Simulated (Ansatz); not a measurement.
HoPd3 (Pm-3m, No. 221)

Method: LDA in Ansatz (plane waves, PAW).

Settings: plane-wave cutoff 520 eV, 14×14×14 k mesh, Fermi–Dirac smearing 0.05 eV, spin-polarised with parallel moments, scalar-relativistic PAW data made under PBE.

Cell: relaxed at this level.

```json
{
 "band_gap": "none",
 "lattice_constant_a": "4.001 Å",
 "bulk_modulus": "162 GPa"
}
```

Note: the magnetic order was assumed, not searched for or taken from measurement; the 4f shell is treated without U or exact exchange, so its levels and filling can be wrong; the bulk modulus is −V dP/dV from two relaxed cells at ±2 % in volume.

Spin–orbit coupling is not included.

Computed values are for the static lattice.

Ansatz is a program for electronic structure.
